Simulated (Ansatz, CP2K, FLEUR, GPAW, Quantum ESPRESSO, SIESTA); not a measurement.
# One structure in several programs: BaTiO3 (P4mm, 5 atoms in the cell)

Self-consistent single point, at a second geometry (lattice scaled by 0.98). First geometry:

```xyz
5
Lattice="3.9900 0.0000 0.0000 0.0000 3.9900 0.0000 0.0000 0.0000 4.0400" Properties=species:S:1:pos:R:3 pbc="T T T"
Ba     0.0000     0.0000     0.0000
Ti     1.9950     1.9950     2.0725
O      1.9950     1.9950     3.9471
O      0.0000     1.9950     1.9675
O      1.9950     0.0000     1.9675
```

Shared settings, as Ansatz (a quantum-chemistry and plane-wave program) writes them: kpoints.mp_grid.grid = 7 7 7; scf.occupations.method = fermi_dirac; scf.occupations.width = 0.05 eV. Potentials and cutoffs stand in the table.

```
code                                                                                                                                model  ΔF from the first geometry (meV/atom)  pressure (GPa)  largest force (eV/Å)  gap on the mesh (eV)           cutoff
----------------  -----------------------------------------------------------------------------------------------------------------------  -------------------------------------  --------------  --------------------  --------------------  ---------------
GPAW                                                                                         PBE, GPAW PAW datasets PBE (gpaw-data 1.0.1)                                   48.5               –                 0.493                 2.056           900 eV
Ansatz                                                                                                             PBE, default PAW files                                   40.0           14.22                 0.405                 2.078           420 eV
Quantum ESPRESSO                                                                           PBE, GBRV 1.5 ultrasoft (PBE) pseudopotentials                                   46.0           16.00                 0.420                 2.066            50 Ry
CP2K                                                              PBE, GPW, DZVP-MOLOPT-SR-GTH basis, GTH-PBE potentials (GTH_POTENTIALS)                                   51.4           17.53                     –                 1.941      grid 600 Ry
FLEUR                                                                        PBE, all-electron FLAPW (FLEUR), scalar-relativistic valence                                   36.1               –                     –                 2.051  Kmax 4.7 1/bohr
SIESTA            GGA PBE, numerical atomic orbitals DZP, PseudoDojo PBE standard norm-conserving potentials (rewritten from UPF to PSML)                                   54.0           18.23                 0.420                 1.979      grid 350 Ry
```

Size of the force on each atom (eV/Å): Sizes of forces hide their directions.

```tsv
code	Ba1	Ti2	O3	O4	O5
GPAW	0.037	0.292	0.493	0.082	0.082
Ansatz	0.025	0.207	0.405	0.086	0.086
Quantum ESPRESSO	0.043	0.225	0.420	0.077	0.077
SIESTA	0.110	0.198	0.420	0.049	0.049
```

A dash marks a value that a program does not give, or that is left out as unsure.

Gaps are read on the mesh.

The spread over the programs that give each value: ΔF from the first geometry within 17.9 meV/atom; pressure within 4.01 GPa; largest force within 0.088 eV/Å; gap on the mesh within 0.137 eV.

CP2K and SIESTA use small atom-centred bases, whose incompleteness enters pressures, forces and empty levels differently from a plane-wave cutoff. FLEUR treats all electrons, but the usual bases taken here (sphere radii, linearisation, local orbitals, empty states) were not tested for convergence, so the values are no reference for the others. Ansatz's pressure is given at a fixed set of plane waves, as the other plane-wave codes print theirs; with its correction for the finite basis it is 14.79 GPa (the shift of 0.58 GPa shows how far the cutoff is from converged). The pressure of GPAW is left out: its cutoff lies under the one at which its stress was checked. In the pressure, CP2K (by 2.42) and SIESTA (by 3.12) lie more than 1 GPa from the median of the plane-wave programs. In the gap, CP2K (by 0.125) lies more than 0.12 eV from the median of the plane-wave programs.

The starting cell has typed, rounded lattice constants, without a prior relaxation at this level. For this run, on top of that: lattice scaled by 0.98.

Keys are those of Ansatz 0.2.
